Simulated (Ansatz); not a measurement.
# Pt, response to strain

The reference is Pt in the fcc (Cu type) structure (space group Fm-3m, No. 225; a = 3.942 Å; relaxed with 0.1 eV smearing). Axes: x, y, z lie along the cube axes.

Strains are applied to the cell and any free atomic positions relax.

Computed with DFT with r2SCAN, PAW potentials and a 500 eV plane-wave cutoff in Ansatz (an electronic-structure program), spin-orbit coupling left out.

Notes on the quantities. energy relative to the base: free energy F; pressure: mean of the normal stresses, compression positive.

| variant | energy relative to the base | pressure | volume per atom |
|---|---|---|---|
| base | 0 meV/atom | 0.0 GPa | 15.31 Å³ |
| uniaxial strain ε_zz = +0.50 % | +0.4 meV/atom | -1.3 GPa | 15.39 Å³ |
| uniaxial strain ε_zz = +1.00 % | +1.6 meV/atom | -2.6 GPa | 15.46 Å³ |
| uniaxial strain ε_zz = +1.50 % | +3.5 meV/atom | -3.8 GPa | 15.54 Å³ |
| uniaxial strain ε_zz = +2.00 % | +6.1 meV/atom | -5.0 GPa | 15.62 Å³ |
| uniaxial strain ε_zz = +2.50 % | +9.4 meV/atom | -6.2 GPa | 15.69 Å³ |
| uniaxial strain ε_zz = +3.00 % | +13 meV/atom | -7.3 GPa | 15.77 Å³ |

Whether these cells are dynamically stable was not tested. The final runs are not spin-polarised. Pt lies near a magnetic instability that expansion can trigger; it was not tested.
